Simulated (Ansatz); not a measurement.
# Several settings converged on LuP (I4mm, 2 atoms in the cell)

```xyz
2
Lattice="0.0000 2.7480 2.7480 2.7480 0.0000 2.7480 2.7480 2.7480 0.0000" Properties=species:S:1:pos:R:3 pbc="T T T"
Lu     0.0000     0.0000     0.0500
P      2.7480     2.7480     2.7480
```

Base method: LDA (PW92), default PAW files made with PBE (plane waves; Ansatz, a program for electronic structure).

Base settings: basis.ecutwfc = 420 eV; kpoints.mp_grid.grid = 10 10 10; hamiltonian.xc = lda; hamiltonian.pseudopotentials = {kind: paw} (the program's default PAW files); scf.occupations.method = fermi_dirac; scf.occupations.width = 0.1 eV.

The count of work is k-points × plane waves × bands × iterations; it is no time. 

**The cutoff for other potential files**

Level: DFT, LDA (PW92), plane waves, harder PAW files (source: ansatz) made with PBE.

In this ladder: hamiltonian.pseudopotentials = {kind: paw, source: ansatz}.

The second cell is the first with its lattice scaled by 0.98.

The mesh stays at the base's, so the ladder's end is converged at best in this setting alone.

The first pressure column holds Ansatz's estimate of the finite-basis (Pulay) stress, which hides part of the cutoff error; the other is without it.

Only quantities that move along the ladder and can be compared are tabulated.

```tsv
basis.ecutwfc	free energy less the last step's (meV/atom)	energy of the compressed cell less the first (meV/atom)	pressure (GPa)	pressure without the Pulay estimate (GPa)	largest difference of a force vector from the last step's (eV/Å)	count of work / last
305 eV	32276.48	290.46	54.95	-1673.28	0.088	0.14
375 eV	3495.79	60.42	-2.35	-214.22	0.001	0.15
475 eV	135.47	-17.83	-5.15	-16.85	0.002	0.20
580 eV	1.71	-18.93	-5.11	-5.31	0.000	0.29
680 eV	0.63	-18.96	-5.11	-5.12	0.000	0.36
815 eV	0.41	-18.94	-5.11	-5.11	0.000	0.45
1020 eV	0.21	-18.95	-5.11	-5.11	0.000	0.66
1360 eV	0.00	-18.95	-5.11	-5.11	0.000	1.0
```

Coarsest basis.ecutwfc that holds the pressure within 1 GPa of the last step, with all finer ones: 475 eV, at 0.20 of the last step's count of work; the step before is off by 2.8 GPa.

Coarsest basis.ecutwfc that holds the forces within 0.005 eV/Å of the last step, with all finer ones: 375 eV, at 0.15 of the last step's count of work; the step before is off by 0.088 eV/Å.

Coarsest basis.ecutwfc that holds the free energy within 2 meV/atom of the last step, with all finer ones: 580 eV, at 0.29 of the last step's count of work; the step before is off by 140 meV/atom.

The energy difference between the two cells stays within 1 meV/atom of the last step's from 580 eV on, the total only from 680 eV on: much of the error is common to both cells and cancels.

At the lowest cutoff the pressure without the Pulay estimate lies 1670 GPa under the last step's, the usual sign of Pulay stress in an incomplete plane-wave basis.

**The relaxed cell against the cutoff**

On LuP (Fm-3m, 2 atoms in the cell): atoms on their sites.

In this ladder: relax = cell and atoms.

The mesh stays at the base's, so the ladder's end is converged at best in this setting alone.

Only quantities that move along the ladder and can be compared are tabulated.

```tsv
basis.ecutwfc	relaxed volume (Å³/atom)	relaxation steps
250 eV	19.900	22
295 eV	19.639	9
355 eV	19.584	7
420 eV	19.585	5
505 eV	19.582	5
630 eV	19.581	5
840 eV	19.581	5
```

Coarsest basis.ecutwfc that holds the relaxed volume within 0.039 Å³/atom of the last step, with all finer ones: 355 eV; the step before is off by 0.058 Å³/atom.

At the lowest cutoff the cell relaxes to a volume 1.6 % larger than at the highest. Ansatz relaxes on a stress corrected for the finite basis.

On the base run: the starting cell comes from a database of computed structures (which also holds hypothetical and non-ambient phases and stackings), without a prior relaxation at this level. Its lattice was rescaled by up to half a per cent. One atom was moved a little off its site on purpose. The run gives no clean gap (levels at the Fermi energy touch, overlap or are partly filled at this smearing), which alone does not show that the compound is a metal.

Left out of this page: 1 run of the series failed or unconverged.

Keys are those of Ansatz 0.2.
